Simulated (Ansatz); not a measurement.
Start from BeTe in the zinc blende structure (space group F-43m, No. 216).

```
CELL_PARAMETERS angstrom
      0.00000     2.80217     2.80217
      2.80217     0.00000     2.80217
      2.80217     2.80217     0.00000
ATOMIC_POSITIONS crystal
  Be 0.00000 0.00000 0.00000
  Te 0.25000 0.25000 0.25000
```

Cartesian axes are those of the cell as printed.

Method: Ansatz (a first-principles code) PBEsol, no spin-orbit coupling.

Strains are applied to the cell and any free atomic positions relax; under biaxial strain the out-of-plane vector relaxes too.

One change was made to it. Results:

```csv
quantity,base,after
electron mass,"1.4 mₑ along k, 0.25 mₑ across (at X)","1.7 mₑ along k, 0.27 mₑ across (at X)"
energy relative to the base (free energy F),0 meV/atom,+12 meV/atom
band gap,1.84 eV,1.52 eV
```

**Question.** Name the change that was made.
A) biaxial strain −2.50 %, plane normal [001], relaxed out of plane
B) biaxial strain −2.00 %, plane normal [001], relaxed out of plane
C) biaxial strain −1.50 %, plane normal [001], relaxed out of plane
D) biaxial strain +2.50 %, plane normal [001], relaxed out of plane
E) biaxial strain +3.00 %, plane normal [001], relaxed out of plane

**Answer.** E, biaxial strain +3.00 %, plane normal [001], relaxed out of plane. For comparison, the band gap in the other runs: biaxial strain −1.50 %, plane normal [001], relaxed out of plane gives 1.68 eV; biaxial strain +2.50 %, plane normal [001], relaxed out of plane gives 1.57 eV; biaxial strain −2.50 %, plane normal [001], relaxed out of plane gives 1.56 eV; biaxial strain −2.00 %, plane normal [001], relaxed out of plane gives 1.62 eV.

Spin-orbit coupling, missing from the scalar runs, can matter with Te. Masses are band curvatures over ±0.01 Å⁻¹ around the edge. Along k means along the line from Γ to the band edge. Whether these cells are dynamically stable was not tested.
